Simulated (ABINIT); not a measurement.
Worked example: self-consistent single point of NbAu2 (P1, 3 atoms in the cell) in ABINIT.

Computed with LDA (PW92), PAW (JTH v2.0 LDA PAW) (plane waves; ABINIT).

```xyz
3
Lattice="4.6765 0.0000 0.0000 -2.3382 4.0499 0.0000 0.0000 0.0000 2.7431" Properties=species:S:1:pos:R:3 pbc="T T T"
Nb     0.0047     0.0671    -0.0243
Au     2.3536     1.3001     1.3504
Au    -0.0200     2.6827     1.4170
```

Reference input (self-consistent single point, DFT, PBEsol, plane waves, PAW (JTH v2.0 PBE PAW, files made for PBE)): pseudos = [Nb.GGA_PBE-JTH.xml, Au.GGA_PBE-JTH.xml]; ecut = 52 Ry; pawecutdg = 104 Ry; pawxcdev = 0; ixc = -116133; occopt = 3; tsmear = 0.136 eV; ngkpt = 5 5 7; nshiftk = 1; shiftk = 0 0 0; potentials = JTH v2.0 PBE PAW; nband = 24. This run's input differs from it in these lines:

```diff
@@ -1,4 +1,4 @@
-# NbAu2, JTH v2.0 PBE PAW
+# NbAu2, JTH v2.0 LDA PAW
 pp_dirpath "./"
-pseudos "Nb.GGA_PBE-JTH.xml, Au.GGA_PBE-JTH.xml"
+pseudos "Nb.LDA_PW-JTH.xml, Au.LDA_PW-JTH.xml"
 acell 4.6764700000 4.6764701559 2.7431000000 Angstrom
@@ -19,3 +19,2 @@
 pawxcdev 0
-ixc -116133
 occopt 3
```

Its files differ too (potentials: JTH v2.0 PBE PAW → JTH v2.0 LDA PAW).

The program printed (abridged):

```
--- !BeginCycle
solver: {iscf: 17, nstep: 100, nline: 4, wfoptalg: 10, }
tolerances: {tolvrs: 1.00E-12, }
...

     iter   Etot(hartree)      deltaE(h)  residm     nres2
 ETOT  1  -126.05866183703    -1.261E+02 4.840E-01 5.256E+01
 ETOT  2  -126.56360875123    -5.049E-01 8.444E-02 4.647E+01
 ETOT  3  -126.38719063145     1.764E-01 8.282E-02 7.816E+00
 ETOT  4  -126.39910766695    -1.192E-02 1.598E-02 3.932E-01
 ETOT  5  -126.39899136671     1.163E-04 8.749E-03 1.901E-01
   [... 21 lines left out ...]
 ETOT 27  -126.39945061053     1.052E-12 8.795E-05 2.463E-11
 ETOT 28  -126.39945061053    -9.379E-13 5.796E-05 1.653E-12
 ETOT 29  -126.39945061053     7.390E-13 8.847E-05 5.509E-12
 ETOT 30  -126.39945061053    -5.116E-13 4.857E-05 4.131E-13
 At SCF step   30       nres2   =  4.13E-13 < tolvrs=  1.00E-12 =>converged.

 Cartesian components of stress tensor (hartree/bohr^3)
  sigma(1 1)=  3.60003546E-04  sigma(3 2)=  6.85840482E-06
  sigma(2 2)=  2.81995726E-04  sigma(3 1)= -1.46734601E-07
  sigma(3 3)=  2.93047678E-04  sigma(2 1)= -3.28514332E-05

 ----iterations are completed or convergence reached----

 reduced coordinates (array xred) for    3 atoms
       0.009288000000      0.016567000000      0.991132000000
       0.663794000000      0.321026000000      0.492304000000
       0.326918000000      0.662407000000      0.516564000000
 cartesian forces (eV/Angstrom) at end:
    1     -0.01383726034735    -0.49014462257637     0.10247616312607
    2     -0.29311536029052     0.51761533313630     0.02452924478213
   [... lines left out ...]
 Fermi (or HOMO) energy (hartree) =   0.38927   Average Vxc (hartree)=  -0.44918
 Fermi (or HOMO) energy (eV) =  10.59249   Average Vxc (eV)= -12.22270
   [... lines left out ...]
'-kT*entropy'       : -2.47782670113068E-03
total_energy        : -1.26399450801847E+02
total_energy_eV     : -3.43950397546225E+03
...

-Cartesian components of stress tensor (GPa)         [Pressure= -9.1700E+00 GPa]
- sigma(1 1)=  1.05916682E+01  sigma(3 2)=  2.01781202E-01
- sigma(2 2)=  8.29659929E+00  sigma(3 1)= -4.31708028E-03
- sigma(3 3)=  8.62175889E+00  sigma(2 1)= -9.66522370E-01

 Calculation completed.
```

The run converged in 30 iterations. Against the reference run the pressure goes from -4.52 to -9.17 GPa and the largest force goes from 0.643 to 0.595 eV/Å.

The starting cell comes from a database of computed structures (which also holds hypothetical and non-ambient phases and stackings), without a prior relaxation at this level. Its atoms were displaced at random from the sites of space group no. 191. Spin polarisation is off. With a pressure of about -9 GPa the cell is away from its equilibrium volume at this level.

Cost on one core of a shared machine: roughly 6 min.
